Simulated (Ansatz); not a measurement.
## CdSe, response to strain

Take CdSe in the wurtzite structure (space group P6_3mc, No. 186; a = 4.302 Å, c = 7.021 Å) as the base. Axes: x lies along a and z along c of the hexagonal cell.

Strains are applied to the cell and any free atomic positions relax.

The values are results of DFT with PBEsol, PAW potentials and a 420 eV plane-wave cutoff in Ansatz (a quantum-chemistry and plane-wave program), without spin-orbit coupling, not measurements.

Notes on the quantities. energy relative to the base: free energy F.

```json
[
 {"case": "base", "energy relative to the base": "0 meV/atom", "electron mass": "0.055 mₑ (at Γ)", "band gap": "0.54 eV", "shortest interatomic distance": "2.633 Å"},
 {"case": "uniaxial strain ε_zz = −3.00 %", "energy relative to the base": "+6.6 meV/atom", "electron mass": "0.056 mₑ along z, 0.062 mₑ across (at Γ)", "band gap": "0.60 eV", "shortest interatomic distance": "2.608 Å"},
 {"case": "uniaxial strain ε_zz = −2.40 %", "energy relative to the base": "+4.2 meV/atom", "electron mass": "0.055 mₑ along z, 0.060 mₑ across (at Γ)", "band gap": "0.59 eV", "shortest interatomic distance": "2.613 Å"},
 {"case": "uniaxial strain ε_zz = −1.20 %", "energy relative to the base": "+1.1 meV/atom", "electron mass": "0.054 mₑ along z, 0.058 mₑ across (at Γ)", "band gap": "0.59 eV", "shortest interatomic distance": "2.623 Å"},
 {"case": "uniaxial strain ε_zz = −0.60 %", "energy relative to the base": "+0.3 meV/atom", "electron mass": "–", "band gap": "0.56 eV", "shortest interatomic distance": "2.628 Å"}
]
```

Masses are band curvatures over ±0.01 Å⁻¹ around the edge. Whether these cells are dynamically stable was not tested.
